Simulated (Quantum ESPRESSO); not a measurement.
Quantum ESPRESSO run on Ge3Rh (I4/mmm, 4 atoms in the cell): self-consistent single point.

Level of theory: LDA (PZ), PSlibrary ultrasoft (LDA) pseudopotentials (plane waves; Quantum ESPRESSO).

```yaml
crystal:
  lattice:
    - [2.12256, -2.12256, 3.73766]
    - [2.12256, 2.12256, 3.73766]
    - [-2.12256, -2.12256, 3.73766]
  atoms:
    - { symbol: Ge, position: [0.50000, 0.25000, 0.75000] }
    - { symbol: Ge, position: [0.50000, 0.75000, 0.25000] }
    - { symbol: Ge, position: [0.00000, 0.50000, 0.50000] }
    - { symbol: Rh, position: [0.00000, 0.00000, 0.00000] }
```

Reference input (self-consistent single point, DFT, LDA (PZ), plane waves, PSlibrary ultrasoft (LDA) pseudopotentials): ecutwfc = 60 Ry; ecutrho = 420 Ry; occupations = smearing; smearing = gauss; degauss = 0.0036749 Ry; potentials = {Ge: Ge.pz-n-rrkjus_psl.1.0.0.UPF, Rh: Rh.pz-spn-rrkjus_psl.1.0.0.UPF}; K_POINTS = automatic 8 8 8 0 0 0; conv_thr = 1e-09 Ry. This run's input differs from it in these lines:

```diff
@@ -33,3 +33,3 @@
 K_POINTS automatic
-8 8 8  0 0 0
+5 5 5  0 0 0
```

The program printed (abridged):

```
     Self-consistent Calculation

     iteration #  1     ecut=    60.00 Ry     beta= 0.70

---- Real-time Memory Report at c_bands before calling an iterative solver
           258 MiB given to the printing process from OS
            63 MiB allocation reported by mallinfo(arena+hblkhd)
------------------

     total energy              =    -261.56559791 Ry
     estimated scf accuracy    <       0.89168662 Ry

     iteration #  2     ecut=    60.00 Ry     beta= 0.70

---- Real-time Memory Report at c_bands before calling an iterative solver
           287 MiB given to the printing process from OS
   [... lines left out ...]

---- Real-time Memory Report at c_bands before calling an iterative solver
           294 MiB given to the printing process from OS
            91 MiB allocation reported by mallinfo(arena+hblkhd)
------------------

     total energy              =    -262.18667125 Ry
     estimated scf accuracy    <          8.0E-09 Ry

     iteration # 13     ecut=    60.00 Ry     beta= 0.70

---- Real-time Memory Report at c_bands before calling an iterative solver
           294 MiB given to the printing process from OS
            91 MiB allocation reported by mallinfo(arena+hblkhd)
------------------
     End of self-consistent calculation

     the Fermi energy is    10.8960 ev

!    total energy              =    -262.18667125 Ry
     estimated scf accuracy    <          1.6E-10 Ry
     smearing contrib. (-TS)   =      -0.00032128 Ry
     internal energy E=F+TS    =    -262.18634998 Ry

     convergence has been achieved in  13 iterations

     Forces acting on atoms (cartesian axes, Ry/au):

     atom    1 type  1   force =    -0.00000000    0.00000000    0.00000000
   [... zero for the other atoms too ...]

     Total force =     0.000000     Total SCF correction =     0.000000

          total   stress  (Ry/bohr**3)                   (kbar)     P=      -82.74
  -0.00051456   0.00000000   0.00000000          -75.69        0.00        0.00
   0.00000000  -0.00051456  -0.00000000            0.00      -75.69       -0.00
   0.00000000  -0.00000000  -0.00065816            0.00       -0.00      -96.82

   JOB DONE.
```

The run converged in 13 iterations. Against the reference run the free energy rises by 29.6 meV/atom and the pressure goes from -8.41 to -8.27 GPa.

The starting cell comes from a database of computed structures (which also holds hypothetical and non-ambient phases and stackings), without a prior relaxation at this level. Spin polarisation is off. With a pressure of about -8 GPa the cell is away from its equilibrium volume at this level.
